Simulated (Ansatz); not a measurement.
The starting structures come from a database of crystals and need not be the phases stable at ambient conditions.

 Where the default PAW files enter, the runs use the earlier of Ansatz's two default sets.

By PBEsol, the system below comes out a metal.

```yaml
crystal:
  lattice:
    - [8.15351, 0.00000, 0.00000]
    - [3.90388, 7.15818, 0.00000]
    - [1.41655, -3.99957, 2.25753]
  atoms:
    - { symbol: Nb, position: [0.00000, 0.16667, 0.66667] }
    - { symbol: Nb, position: [0.50000, 0.00000, 0.00000] }
    - { symbol: Nb, position: [0.50000, 0.33333, 0.83333] }
    - { symbol: Si, position: [0.15815, 0.34185, 0.02553] }
    - { symbol: Si, position: [0.84185, 0.99149, 0.83333] }
    - { symbol: Si, position: [0.68369, 0.48298, 0.64113] }
    - { symbol: Si, position: [0.84184, 0.65816, 0.97447] }
    - { symbol: Si, position: [0.15815, 0.67518, 0.83333] }
    - { symbol: Si, position: [0.31631, 0.85036, 0.69220] }
```

Space group of this cell: P6_222. The cell is taken as given; by PBEsol its mean pressure is -3.1 GPa.

The current flows along the normal of the first two printed cell vectors, the (111) plane of the conventional cell. No spin-orbit coupling; the value is a mean over 0.1 eV about the Fermi level.

**Question.** Compute, with PBEsol (Ansatz, a quantum-chemistry and plane-wave program), the ballistic conductance per area.

**Answer.** 0.37 × 10¹⁵ S/m² for both spins.
